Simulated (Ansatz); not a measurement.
We consider Ba2BeN2 (model structure, started from the Ca2ZnN2 type, I4/mmm, No. 139, 5 atoms in the cell), described by LDA (Ansatz, an electronic-structure program, plane waves, PAW).

Run with plane-wave cutoff 520 eV, 20×20×20 k mesh, Fermi–Dirac smearing 0.05 eV, scalar-relativistic PAW data made under PBE.

Cell (relaxed at this level):

```cif
data_Ba4Be2N4
_chemical_formula_sum 'Ba4 Be2 N4'
_space_group_name_H-M_alt 'I4/mmm'
_space_group_IT_number 139
_space_group_name_Hall '-I 4 2'
_cell_length_a 4.00722
_cell_length_b 4.00722
_cell_length_c 11.95637
_cell_angle_alpha 90.000
_cell_angle_beta 90.000
_cell_angle_gamma 90.000
loop_
_atom_site_label
_atom_site_type_symbol
_atom_site_symmetry_multiplicity
_atom_site_Wyckoff_symbol
_atom_site_fract_x
_atom_site_fract_y
_atom_site_fract_z
_atom_site_occupancy
Ba1 Ba 4 e 0.00000 0.00000 0.34989 1
Be1 Be 2 a 0.00000 0.00000 0.00000 1
N1 N 4 e 0.00000 0.00000 0.12804 1
```
(The calculation used a cell of 5 atoms; values per cell refer to that cell.)

Task: Estimate the band gap, direct gap at Γ and bulk modulus that the calculation returns.

Result: 
- band gap: 0.55 eV (on the SCF k mesh)
- direct gap at Γ: 1.07 eV
- bulk modulus: 70.3 GPa

Note: the bulk modulus is −V dP/dV from two relaxed cells at ±2 % in volume; the relaxation could raise the start's symmetry but not lower it, so the cell can be a saddle point.

Spin–orbit coupling is not included.

The computed numbers hold no vibrational or temperature effects.

A model structure was made by putting elements into a prototype or built by hand; it is no filed structure, need not be a known phase, and can be a saddle point held by its symmetry.
